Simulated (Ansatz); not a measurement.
# Worked example: self-consistent single point of ZnAg2SnS4 (Fmm2, 8 atoms in the cell) in Ansatz

Method of the run: PBEsol, default PAW files made with PBE (plane waves; Ansatz, a first-principles code).

The input file:

Ansatz 0.2 input:
```yaml
# ZnAg2SnS4
crystal:
  lattice:
    - [-2.77495100, 2.77495100, 6.05277400]
    - [2.77495100, -2.77495100, 6.05277400]
    - [2.77495100, 2.77495100, -6.05277400]
  atoms:
    - { symbol: Zn, position: [0.00413000, 0.00413000, 0.00000000] }
    - { symbol: Ag, position: [0.75000000, 0.25000000, 0.50000000] }
    - { symbol: Ag, position: [0.25000000, 0.75000000, 0.50000000] }
    - { symbol: Sn, position: [0.50000000, 0.50000000, 0.00000000] }
    - { symbol: S, position: [0.63948000, 0.12892000, 0.00000000] }
    - { symbol: S, position: [0.87108000, 0.87108000, 0.51056000] }
    - { symbol: S, position: [0.12892000, 0.63948000, 0.00000000] }
    - { symbol: S, position: [0.36052000, 0.36052000, 0.48944000] }
basis:
  ecutwfc: 420.0 eV
kpoints:
  mp_grid: { grid: [3, 3, 3] }
hamiltonian:
  xc: pbesol
  pseudopotentials: { kind: paw }
scf:
  occupations: { method: fermi_dirac, width: 0.01 eV }
output:
  forces: true
  eigenvalues: true
  stress: true
```

Output (repeated stretches shortened):

```
WARN ansatz: RAYON_NUM_THREADS=1 ignored (pool sized by the plan → 1); use --threads N
Pseudopotentials: kind: paw
Pseudopotential: Zn, paw, valence charge 12
Pseudopotential: Ag, paw, valence charge 19
Pseudopotential: Sn, paw, valence charge 14
Pseudopotential: S, paw, valence charge 6
Crystal: 8 atoms, lattice volume = 186.434 Å³
Basis set: ecut = 420 eV, 3629 PW (Γ), exchange–correlation on 100×100×100 points (8 copies of the dense FFT grid, shifted against one another)
Bands: 53, of which v1, the nominal top of the filled ones, is band 44 counted from 1 (43 counted from 0)
Symmetry: 4 space group operations
Space group: Fmm2 (ITA 42), of the structure as read, at distance tolerance 5.7e-5 Å
k-points: 8 of 27 (time reversal used)
PAW frozen core: Zn, regenerated for the run's functional, and the local potential with it
PAW frozen core: Ag, regenerated for the run's functional, and the local potential with it
PAW frozen core: Sn, regenerated for the run's functional, and the local potential with it
PAW frozen core: S, regenerated for the run's functional, and the local potential with it
Initial density: superposition of atomic densities (neutral atoms: chi_scale 0, normalization atom), corrected by the library's trained network
Initial wavefunctions: pseudopotential atomic-orbital guess
Eigensolver: davidson
Functional: x = pbesol(κ = 0.804, μ = 0.12345679012345678), c = pbesol(β = 0.046)
SCF iter   1: F=—  HF=-27817.641615 eV  |F-HF|=—  |Δ(HF+E_count)|=         —  Δρ=4.92e-3  dr2=5.46e-2  ethr=1.77e-3  ⟨swp⟩=7.4  Hψ=1797  notcnv=0
all-band conjugate gradients solve this SCF's bands
preconditioner: auto → Resta (q_TF=auto, 2.407 Å⁻¹)
SCF iter   2: F=—  HF=-27817.627571 eV  |F-HF|=—  |Δ(HF+E_count)|=   1.40e-2  Δρ=1.62e-3  dr2=7.50e-3  ethr=6.21e-5  ⟨swp⟩=2.0  Hψ=766  notcnv=0  defer=24
SCF iter   3: F=—  HF=-27817.625889 eV  |F-HF|=—  |Δ(HF+E_count)|=   1.68e-3  Δρ=8.08e-4  dr2=1.19e-3  ethr=8.53e-6  ⟨swp⟩=2.4  Hψ=687  notcnv=0  defer=24
SCF iter   4: F=—  HF=-27817.625647 eV  |F-HF|=—  |Δ(HF+E_count)|=   2.42e-4  Δρ=3.22e-4  dr2=2.02e-4  ethr=1.35e-6  ⟨swp⟩=2.0  Hψ=662  notcnv=0  defer=24
SCF iter   5: F=—  HF=-27817.625673 eV  |F-HF|=—  |Δ(HF+E_count)|=   2.67e-5  Δρ=1.49e-4  dr2=5.42e-5  ethr=2.30e-7  ⟨swp⟩=2.2  Hψ=596  notcnv=0  defer=24
SCF iter   6: F=—  HF=-27817.625711 eV  |F-HF|=—  |Δ(HF+E_count)|=   3.79e-5  Δρ=5.22e-5  dr2=4.37e-6  ethr=6.16e-8  ⟨swp⟩=2.0  Hψ=613  notcnv=0  defer=24
SCF iter   7: F=—  HF=-27817.625717 eV  |F-HF|=—  |Δ(HF+E_count)|=   5.59e-6  Δρ=9.38e-6  dr2=2.45e-7  ethr=4.96e-9  ⟨swp⟩=2.0  Hψ=655  notcnv=0  defer=24
SCF iter   8: F=-27817.625717 eV  HF=-27817.625717 eV  |F-HF|=3.84e-8  |Δ(HF+E_count)|=   1.69e-7  Δρ=3.83e-6  dr2=2.57e-8  ethr=1.14e-10  ⟨swp⟩=10.6  Hψ=1794  notcnv=0
SCF 1 converged in 8 iterations: F = -27817.625717 eV  dr2 = 2.57e-8
SCF converged after 8 iterations
Free energy (F): -27817.625717 eV
Harris-Foulkes:  -27817.625717 eV  (|F-HF|=3.84e-8)
Internal energy: -27817.625672 eV  (E = F + TS)
E sigma→0 (E₀):  -27817.625695 eV
Entropy (-TS):   -0.000045 eV (-0.006 meV/atom)
Fermi energy:    7.062836 eV
--- Per-component energies (eV) ---
  E_band       = -922.214344
  E_kinetic    = 1796.508660
  E_local      = -10359.966993  (includes V_loc(G=0)·N_el)
  E_nonlocal   = 869.790303
  E_hartree    = 4668.551079
  E_xc         = -1260.643957
  E_vxc        = -959.944355  (∫ρ·V_xc dr)
  E_paw        = -15869.981122  (= ΣΔE_a)
  E_vpaw       = -1605.711626  (= ΣTr[D̂ρ^β])
  E_aug_tail   = 0.000220  (compensation charges beyond the density's cutoff)
  E_ewald      = -7663.859332
  E_core_change = 1.975470  (= ΣΔE_core)
  E_smearing   = -0.000045  (= −TS)
  E_closure    = -0.000000  (closes the sum)
  Σ components = -27817.625717   (vs F -27817.625717, Δ=0.00e0)
--- Forces (eV/Å), atoms counted from 1 ---
  atom   1  Zn     0.00000000    -0.00000000    -0.28633669
  atom   2  Ag    -0.00000000    -0.00000000     0.02326228
  atom   3  Ag     0.00000000    -0.00000000     0.02326228
  atom   4  Sn     0.00000000    -0.00000000    -0.12997687
  atom   5  S     -0.08376840     0.08376840    -0.01732411
  atom   6  S      0.00016100     0.00016100     0.20221794
  atom   7  S      0.08376840    -0.08376840    -0.01732411
  atom   8  S     -0.00016100    -0.00016100     0.20221794
  max |Σ_I F_I| component: 1.34e-6 eV/Å
--- Stress (GPa, compression-positive) ---
       -2.509321       0.180346      -0.000000
        0.180346      -2.509321       0.000000
       -0.000000       0.000000      -2.798787
  P = ⅓ Tr σ = -2.6058 GPa (-26.058 kbar)
  The stress holds the Pulay correction. Without it, at fixed plane waves, as pw.x and ABINIT print it: P = -2.6422 GPa
--- Band table (eV; the first three rows and the last of 8) ---
  k-point 0: bands = ["-83.5259", "-83.5258", "-47.0711", "-47.0702", "-47.0692", "-47.0683", "-47.0354", "-47.0352", "-14.8857", "-14.8829", "-14.8679", "-14.8132", "-14.7813", "-6.6479", "-5.4423", "-5.4107", "-5.3142", "-0.5902", "0.2830", [...]
  k-point 1: bands = ["-83.5258", "-83.5258", "-47.0710", "-47.0700", "-47.0697", "-47.0682", "-47.0353", "-47.0353", "-14.8860", "-14.8832", "-14.8685", "-14.8130", "-14.7807", "-6.2465", "-5.7226", "-5.4631", "-5.4562", "-0.5177", "0.3057", [...]
  k-point 2: bands = ["-83.5259", "-83.5258", "-47.0708", "-47.0703", "-47.0692", "-47.0687", "-47.0354", "-47.0352", "-14.8859", "-14.8830", "-14.8681", "-14.8131", "-14.7810", "-6.3909", "-5.6546", "-5.4534", "-5.4062", "-0.5054", "0.2680", [...]
  k-point 7: bands = ["-83.5259", "-83.5258", "-47.0708", "-47.0703", "-47.0692", "-47.0687", "-47.0354", "-47.0352", "-14.8859", "-14.8830", "-14.8681", "-14.8131", "-14.7810", "-6.2953", "-5.6803", "-5.5933", "-5.3691", "-0.5147", "0.2617", [...]
```

The run converged in 8 iterations.

The starting cell comes from a database of computed structures (which also holds hypothetical and non-ambient phases and stackings), without a prior relaxation at this level. Its lattice was rescaled by up to half a per cent. One atom was moved a little off its site on purpose. Ansatz's pressure includes its estimate of the finite-basis (Pulay) stress.
